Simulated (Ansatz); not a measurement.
A computed series for MgS: pressure series

Take MgS in the rock salt structure (space group Fm-3m, No. 225) as the base.

```
CELL_PARAMETERS angstrom
      0.00000     2.56462     2.56462
      2.56462     0.00000     2.56462
      2.56462     2.56462     0.00000
ATOMIC_POSITIONS crystal
  Mg 0.00000 0.00000 0.00000
  S  0.50000 0.50000 0.50000
```

Cell and atoms are relaxed at each pressure.

Calculations: LDA (Ansatz, a program for electronic structure), no spin-orbit coupling.

| pressure (GPa) | band gap (eV) |
|---|---|
| -2 | 2.60 |
| -1 | 2.62 |
| 0 | 2.65 |
| 0.9 | ? |
| 2.1 | 2.70 |
| 4.5 | 2.75 |
| 9 | 2.83 |
| 15 | 2.91 |

Q: Fit E_g = E₀ + αP + βP² to the rows shown and predict the withheld row.

A: Least squares on the printed values gives E₀ = 2.65 eV, α = 24.5 meV/GPa, β = -0.48 meV/GPa² (largest residual 0.00 eV); this predicts 2.67 eV, and the run gives 2.67 eV, in agreement.

Load acts through the strain it causes; cell and atoms are relaxed under it. Whether these cells are dynamically stable was not tested. Competing high-pressure phases were not computed.
